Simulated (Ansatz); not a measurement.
**Cu3N: response to strain**

Start from Cu3N (space group Pm-3m, No. 221).

```xyz
4
Lattice="3.7648 0.0000 0.0000 0.0000 3.7648 0.0000 0.0000 0.0000 3.7648" Properties=species:S:1:pos:R:3 pbc="T T T"
N      0.0000     0.0000     0.0000
Cu     1.8824     0.0000     0.0000
Cu     0.0000     0.0000     1.8824
Cu     0.0000     1.8824     0.0000
```

Cartesian axes are those of the cell as printed.

Strains are applied to the cell and any free atomic positions relax; under biaxial strain the out-of-plane vector relaxes too; under stress the whole cell relaxes.

Calculations: Kohn–Sham DFT with the PBEsol functional, run in Ansatz (an electronic-structure program) with PAW and 420 eV plane waves, spin-orbit coupling left out, earlier PAW set.

Notes on the quantities. energy relative to the base: free energy F; pressure: mean of the normal stresses, compression positive.

| case | energy relative to the base | space group | pressure |
|---|---|---|---|
| base | 0 meV/atom | Pm-3m (No. 221) | 0.0 GPa |
| biaxial strain +1.24 %, plane normal [110], relaxed out of plane | [?] | Cmmm (No. 65) | [?] |
| uniaxial strain ε_yy = +2.76 % | +8.0 meV/atom | P4/mmm (No. 123) | -3.2 GPa |
| uniaxial strain ε_zz = +1.48 % | +2.4 meV/atom | P4/mmm (No. 123) | -1.8 GPa |
| uniaxial strain ε_zz = +2.52 % | +6.8 meV/atom | P4/mmm (No. 123) | -3.0 GPa |
| uniaxial stress, 3 GPa tension along x | +1.6 meV/atom | P4/mmm (No. 123) | – |

Question: Complete the table.

Answer: 
- biaxial strain +1.24 %, plane normal [110], relaxed out of plane, energy relative to the base: +2.2 meV/atom
- biaxial strain +1.24 %, plane normal [110], relaxed out of plane, pressure: -1.4 GPa

Stability under load was not tested beyond the relaxation. All final runs are without spin polarisation.
